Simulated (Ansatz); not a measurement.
The starting structures come from a database of crystals and need not be the phases stable at ambient conditions.

Here is the system:

```xyz
10
Lattice="6.6648 0.0000 0.0000 3.0992 5.9003 0.0000 -3.0992 -1.8728 5.5952" Properties=species:S:1:pos:R:3 pbc="T T T"
Cs     0.0132     0.0080     4.2414
Cs     6.4447     3.8945     1.4438
Pb     9.6564     5.8353     0.0468
Pb     3.2248     1.9488     2.8444
F      1.4071     3.3067     3.9731
F      1.8135     0.6368     1.1984
F      3.5817     0.1672     4.6110
F      4.7394     3.3232     3.9960
F      5.1459     1.0794     1.8134
F      3.3485     3.5946     1.1755
```

Space group of this cell: R3c. The cell is taken as given.

Transport runs along the normal of the first two printed cell vectors, the (101) plane of the conventional cell.

No gap correction and no spin-orbit coupling; mid-gap values are interpolated between computed energies.

State the band gap and the smallest decay constant κ at mid-gap according to PBEsol run with Ansatz (a quantum-chemistry and plane-wave program).

Gap 3.49 eV on a 6×6×6 mesh; κ = 0.385 1/Å, at the zone centre.
